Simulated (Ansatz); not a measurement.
The starting structures come from a database of crystals and need not be the phases stable at ambient conditions.

 Where the default PAW files enter, the runs use the earlier of Ansatz's two default sets.

The decay constant κ of evanescent states in the gap governs leakage through a thin film.

Data:

```
LaScO3
1.0
    5.57136     0.00000     0.00000
    0.00000     5.68746     0.00000
    0.00000     0.00000     7.94021
La Sc O
4 4 12
Direct
  0.98854   0.04462   0.25000
  0.01146   0.95538   0.75000
  0.48854   0.45538   0.75000
  0.51146   0.54462   0.25000
  0.00000   0.50000   0.00000
  0.50000   0.00000   0.00000
  0.50000   0.00000   0.50000
  0.00000   0.50000   0.50000
  0.10052   0.46623   0.25000
  0.89948   0.53377   0.75000
  0.60052   0.03377   0.75000
  0.39948   0.96623   0.25000
  0.29638   0.70372   0.94648
  0.70362   0.29628   0.05352
  0.79638   0.79628   0.05352
  0.20362   0.20372   0.94648
  0.20362   0.20372   0.55352
  0.79638   0.79628   0.44648
  0.70362   0.29628   0.44648
  0.29638   0.70372   0.55352
```

Space group of this cell: Pnma. The cell is strained (all lengths scaled by 0.98); by PBEsol its mean pressure is 7.1 GPa.

Transport runs along the normal of the first two printed cell vectors.

The gap is the functional's own, uncorrected, and κ follows it; spin-orbit coupling is left out. Mid-gap values are interpolated between the computed energies.

**Question.** Estimate the band gap and the smallest decay constant κ at mid-gap that PBEsol (Ansatz, an electronic-structure program) returns for this system.

**Answer.** Gap 4.01 eV on a 6×6×4 mesh; κ = 0.359 1/Å, at the zone centre.
